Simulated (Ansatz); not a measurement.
## How the c axis length of SrZrO₃ (model structure, R3c, No. 161, 10 atoms in the cell) moves with the method

No measured value is used here.

Task: Put these levels in order of the c axis length that they give for SrZrO₃ (model structure, R3c, No. 161, 10 atoms in the cell), smallest first: LDA (Ansatz, an electronic-structure program), PBE (Ansatz), PBEsol (Ansatz).

Result: LDA (13.978 Å), PBEsol (14.123 Å), PBE (14.303 Å)

Ansatz's density-functional and Hartree–Fock values are scalar-relativistic unless marked +SOC, with PAW data made under PBE.

A model structure was made by putting elements into a prototype or built by hand; it is no filed structure, need not be a known phase, and can be a saddle point held by its symmetry.
